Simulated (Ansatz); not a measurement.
**CdGeAs2: transverse stress against strain**

CdGeAs2 (chalcopyrite, I-42d, 24.206 Å³/atom and stress up to 0.01 GPa in the relaxed cell, c along z) under a strain ε along a (axis x), the other axes held. LDA in Ansatz, a plane-wave DFT program (PAW, default set), 420 eV, 8×8×8 Γ-centred mesh, Fermi-Dirac smearing 0.05 eV; ions are relaxed, or left where forces stay under 0.02 eV/Å, within the symmetry of each cell. Stress is positive for a compressed cell.

Here s stands for strain and y for stress zz.

| strain (%) | stress zz (GPa) |
|---|---|
| -3.00 | ? |
| -1.50 | 0.84 |
| -0.75 | 0.41 |
| 0.00 | 0.00 |
| 0.75 | -0.38 |
| 1.50 | -0.74 |

### Question
Fit y against s with a straight line, and predict the withheld value at s = -3.00.

### Answer
Means: s 0, y 0.026. About the means, the sum of products is -2.9625 and the sum of squares of s is 5.6250; the slope is their ratio. Least squares gives y = 0.026 - 0.5267·s. Residuals (row less fit): 0.024, -0.011, -0.026, -0.011, 0.024; standard error 0.026 (degrees of freedom: 3). The slope gives the elastic constant C13 = 53 ± 1 GPa (± standard error of the fit, which holds the terms cut off). At the withheld row, y = 0.026 - 0.5267 × (-3.00) = 1.606 GPa. The calculation gives 1.76 GPa, 0.154 GPa above the prediction (6.2 % of the range of y in the table). The row lies outside the fitted rows, so this is an extrapolation. From the scatter of the fitted rows alone, a prediction at this place has a standard error of 0.044 GPa, so the miss is 3.5 times that.

A polynomial of degree 2 through the 8 other runs of the series gives 1.75 there, so most of the miss is curvature that the fit leaves out. This level leaves no gap over 0.05 eV at strain -3.00 %. Rows are the converged runs of the series near zero and its far end; series whose fitted rows scatter by over a few per cent of the range, as at a crossing or softening among them, aren't shown in this form, nor equations of state whose B0' disagrees with the runs' pressures. Most that stay on the fit to the last digits aren't either.
